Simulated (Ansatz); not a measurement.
The parent structure is ZnSe in the zinc blende structure (space group F-43m, No. 216; a = 5.666 Å). Axes: x, y, z lie along the cube axes.

The values are results of r2SCAN in Ansatz (plane waves to 500 eV, PAW, without spin-orbit coupling), not measurements.

Base values:

The electron mass comes out as 0.12 mₑ (at Γ) and the valley order comes out as Γ 1.87 eV; L along ⟨111⟩ 3.05 eV; X along ⟨100⟩ 3.34 eV.

It is then changed as follows: tensile biaxial strain of 1.25 % in the plane normal to [111], as in epitaxy on a mismatched substrate; the out-of-plane cell vector and the atoms relax.

### Question
What happens to the energy relative to the base?

### Answer
The energy goes up by 2.9 meV/atom.

### Question
How does this affect the electron mass?

### Answer
The electron mass goes from 0.12 mₑ (at Γ) to 0.13 mₑ out of plane, 0.12 mₑ in plane (at Γ).

### Question
Estimate the effect on the ratio −ε⊥/ε∥.

### Answer
The ratio −ε⊥/ε∥ is 0.62.

### Question
How does this affect the valley order?

### Answer
The valley order (the lowest conduction-band minima on the path, energy above the VBM, named in the base's zone) changes from Γ 1.87 eV; L along ⟨111⟩ 3.05 eV; X along ⟨100⟩ 3.34 eV to Γ 1.72 eV; L along [111] 2.79 eV; L along [1-1-1] 3.00 eV.

The levels and masses belong to the bands next to the band gap. Masses are band curvatures over ±0.01 Å⁻¹ around the edge. No phonon test of stability was made.

Ansatz is a first-principles code.
